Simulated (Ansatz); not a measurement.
Worked example: self-consistent single point of CuPd (P4mm, 2 atoms in the cell) in Ansatz (an electronic-structure program).

Method: PBEsol, default PAW files made with PBE (plane waves; Ansatz).

The change in words: lattice scaled by 0.98; kpoints.mp_grid.grid: 11 11 11 → 9 9 9. Reference geometry:
```
CuPd
1.0
    2.96552     0.00000     0.00000
    0.00000     2.96552     0.00000
    0.00000     0.00000     2.96552
Cu Pd
1 1
Direct
  0.00000   0.00000   0.01686
  0.50000   0.50000   0.50000
```

Reference input (self-consistent single point, DFT, PBEsol, plane waves, default PAW files made with PBE): basis.ecutwfc = 420 eV; kpoints.mp_grid.grid = 11 11 11; hamiltonian.xc = pbesol; hamiltonian.pseudopotentials = {kind: paw} (the program's default PAW files); scf.occupations.method = gaussian; scf.occupations.width = 0.1 eV. This run's input differs from it in these lines:

Ansatz 0.2 input:
```diff
@@ -3,8 +3,8 @@
   lattice:
-    - [2.965518, 0.000000, 0.000000]
-    - [0.000000, 2.965518, 0.000000]
-    - [0.000000, 0.000000, 2.965518]
+    - [2.906208, 0.000000, 0.000000]
+    - [0.000000, 2.906208, 0.000000]
+    - [0.000000, 0.000000, 2.906208]
   atoms:
-    - { symbol: Cu, position_ang: [0.000000, 0.000000, 0.049999] }
-    - { symbol: Pd, position_ang: [1.482759, 1.482759, 1.482759] }
+    - { symbol: Cu, position_ang: [0.000000, 0.000000, 0.048999] }
+    - { symbol: Pd, position_ang: [1.453104, 1.453104, 1.453104] }
 basis:
@@ -12,3 +12,3 @@
 kpoints:
-  mp_grid: { grid: [11, 11, 11] }
+  mp_grid: { grid: [9, 9, 9] }
 hamiltonian:
```

Output (repeated stretches shortened):

```
SCF iter   1: F=—  HF=-13495.577639 eV  |F-HF|=—  |Δ(HF+E_count)|=         —  Δρ=1.59e-2  dr2=3.49e-2  ethr=1.77e-3  ⟨swp⟩=5.5  Hψ=7215  notcnv=0
all-band conjugate gradients solve this SCF's bands
preconditioner: auto → none
SCF iter   2: F=—  HF=-13495.571413 eV  |F-HF|=—  |Δ(HF+E_count)|=   6.23e-3  Δρ=5.20e-3  dr2=4.50e-3  ethr=9.43e-5  ⟨swp⟩=2.5  Hψ=3258  notcnv=0
SCF iter   3: F=—  HF=-13495.570481 eV  |F-HF|=—  |Δ(HF+E_count)|=   9.32e-4  Δρ=1.15e-3  dr2=1.62e-4  ethr=1.22e-5  ⟨swp⟩=2.6  Hψ=2686  notcnv=0
SCF iter   4: F=—  HF=-13495.570456 eV  |F-HF|=—  |Δ(HF+E_count)|=   2.52e-5  Δρ=2.14e-4  dr2=8.65e-6  ethr=4.39e-7  ⟨swp⟩=1.2  Hψ=1772  notcnv=0
SCF iter   5: F=—  HF=-13495.570454 eV  |F-HF|=—  |Δ(HF+E_count)|=   2.16e-6  Δρ=2.62e-5  dr2=9.48e-8  ethr=2.34e-8  ⟨swp⟩=2.4  Hψ=2445  notcnv=0
SCF iter   6: F=-13495.570454 eV  HF=-13495.570454 eV  |F-HF|=1.58e-9  |Δ(HF+E_count)|=   3.00e-8  Δρ=2.81e-6  dr2=1.40e-9  ethr=2.56e-10  ⟨swp⟩=3.2  Hψ=6430  notcnv=0
SCF 1 converged in 6 iterations: F = -13495.570454 eV  dr2 = 1.40e-9
Free energy (F): -13495.570454 eV
Internal energy: -13495.562130 eV  (E = F + TS)
E sigma→0 (E₀):  -13495.566292 eV
Entropy (-TS):   -0.008324 eV (-4.162 meV/atom)
Fermi energy:    19.866074 eV
--- Forces (eV/Å), atoms counted from 1 ---
  atom   1  Cu    -0.00000000     0.00000000    -0.44842559
  atom   2  Pd     0.00000000     0.00000000     0.44844865
--- Stress (GPa, compression-positive) ---
       12.555783       0.000000      -0.000000
        0.000000      12.555783       0.000000
       -0.000000       0.000000      12.239374
  P = ⅓ Tr σ = 12.4503 GPa (124.503 kbar)
  The stress holds the Pulay correction. Without it, at fixed plane waves, as pw.x and ABINIT print it: P = 12.3532 GPa
```

The run converged in 6 iterations. Against the reference run the free energy rises by 29.6 meV/atom, the pressure goes from -0.44 to 12.45 GPa and the largest force goes from 0.357 to 0.448 eV/Å.

The starting cell comes from a database of computed structures (which also holds hypothetical and non-ambient phases and stackings), without a prior relaxation at this level. Its lattice was rescaled by up to half a per cent. One atom was moved a little off its site on purpose. For this run, on top of that: lattice scaled by 0.98. Spin polarisation is off. With a pressure of about 12 GPa the cell is away from its equilibrium volume at this level. Ansatz's pressure includes its estimate of the finite-basis (Pulay) stress.
